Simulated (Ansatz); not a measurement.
Input:

```yaml
crystal:
  lattice:
    - [0.00000, 1.72914, 1.72914]
    - [1.72914, 0.00000, 1.72914]
    - [1.72914, 1.72914, 0.00000]
  atoms:
    - { symbol: C, position: [0.00000, 0.00000, 0.00000] }
    - { symbol: C, position: [0.25000, 0.25000, 0.25000] }
```

The numbers are results of PBE, finite-displacement electron-phonon coupling, linearised Boltzmann equation (plane waves, PAW, scalar-relativistic; Ansatz, a first-principles code), not measurements. Condition of this run: hydrostatic pressure 50 GPa (the target of the relaxation). Cell: relaxed with this functional, without spin-orbit coupling, then loaded as said.

What phonon-limited electron drift mobility does this give at 300 K?

1690 cm²/(V·s).

Scattering by harmonic phonons alone: no impurities, screening or carrier-carrier scattering, bands fixed at 0 K. From a coarser fine mesh the values given move by up to 6 %. The mesh was bound by memory.
